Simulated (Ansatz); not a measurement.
# A computed series for InSe: response to strain

Take InSe in the beta-GaS type structure (space group P6_3/mmc, No. 194; a = 4.032 Å, c = 16.764 Å; layered, stacked along the Cartesian z axis) as the base. Axes: x lies along a and z along c of the hexagonal cell.

Strains are applied to the cell and any free atomic positions relax.

The values are results of DFT with PBE-D3(BJ), PAW potentials and a 420 eV plane-wave cutoff in Ansatz (a first-principles code), no spin-orbit coupling, not measurements.

Candidates:
(a) uniaxial strain ε_zz = +4.47 %
(b) uniaxial strain ε_zz = +0.47 %
(c) uniaxial strain ε_zz = +5.53 %

Before the change:

```
Item        Value
--------  -------
Band gap  0.37 eV
```

**Question.** Order them by band gap, lowest first.

**Answer.** (b) uniaxial strain ε_zz = +0.47 % (0.39 eV), (a) uniaxial strain ε_zz = +4.47 % (0.61 eV), (c) uniaxial strain ε_zz = +5.53 % (0.67 eV)

Whether these cells are dynamically stable was not tested.
